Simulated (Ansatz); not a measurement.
# Phonon-limited transport in V3Mo (Fm-3m)

Consider the following.

```
MoV3
1.0
    0.00000     2.99792     2.99792
    2.99792     0.00000     2.99792
    2.99792     2.99792     0.00000
V Mo
3 1
Direct
  0.25000   0.25000   0.25000
  0.75000   0.75000   0.75000
  0.50000   0.50000   0.50000
  0.00000   0.00000   0.00000
```

Computed with PBEsol, DFPT electron-phonon coupling, linearised Boltzmann equation (plane waves, PAW, scalar-relativistic; Ansatz, an electronic-structure program). Geometry: relaxed with this functional, without spin-orbit coupling.

```yaml
resistivity at 300 K: 14.1 μΩ·cm
resistivity at 77 K: 1.32 μΩ·cm
electron mean free path at 300 K (weighted by the current that each state carries): 3.4 nm
electron-phonon coupling λ: 0.85
transport coupling λ_tr: 0.81
logarithmic_mean_phonon_energy: 18.3 meV
density of states at the Fermi level: 2.7 states/(eV·spin·cell)
drude_plasma_energy: 8.0 eV
Hall coefficient at 300 K: 9.0 ×10⁻¹¹ m³/C
Tc for μ* = 0.10 (anisotropic Eliashberg): 11.2 K
Tc for μ* = 0.13 (anisotropic Eliashberg): 8.9 K
```

A metal at this level (no band gap). Only scattering by harmonic phonons is included (no impurities, grain boundaries, electron-electron scattering or thermal expansion). Spin-orbit coupling is left out. Spin fluctuations, which work against superconductivity with these elements, are left out. For metals of groups 4 to 10, Tc at these values of μ* can lie well above the measured one. Halving the electron mesh (24x24x24) moves the resistivity by up to 1 % at 300 K, the mean free path by up to 3 %, the coupling by up to 1 %, Tc by up to 3 %. Smearing 0.20 eV; phonons on a 4x4x4 q mesh, which this run doesn't test and which matters most at low temperature. Tc comes from the anisotropic Migdal-Eliashberg equations with μ*, a chosen number, referred to 23 meV.

Computed structure, not matched to a measured one here, so possibly hypothetical: V3Mo (Fm-3m). Treated as nonmagnetic (a ferromagnetic start lost its moment, other orders weren't tried): V3Mo (Fm-3m).
